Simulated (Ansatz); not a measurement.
MgB2 under a change: isotropic strain −5.37 %

The reference is MgB2 (space group P6/mmm, No. 191; a = 3.0753 Å, c = 3.5248 Å; relaxed with 0.1 eV smearing).

Modification: the cell is scaled by 0.9463 in all directions; the atoms relax in the strained cell.

All numbers come from PBE, PAW, 420 eV (Ansatz, a program for electronic structure; no spin-orbit coupling). Settings: 22×22×16 k-points, 0.1 eV Fermi–Dirac smearing.

```tsv
quantity	base	changed	shift
volume per atom	9.62 Å³	8.15 Å³	-1.47 Å³
shortest interatomic distance	1.776 Å	1.680 Å	-0.0953 Å
energy relative to the base (free energy F)	0 meV/atom	+137 meV/atom	+137 meV/atom
pressure (mean of the normal stresses, compression positive)	0.0 GPa	33.9 GPa	+33.9 GPa
band gap	zero	zero	–
```

Final structure:

```
MgB2
1.0
    2.91016     0.00000     0.00000
   -1.45508     2.52027     0.00000
    0.00000     0.00000     3.33555
Mg B
1 2
Direct
  0.00000   0.00000   0.00000
  0.33333   0.66667   0.50000
  0.66667   0.33333   0.50000
```

Whether these cells are dynamically stable was not tested. All final runs are without spin polarisation.
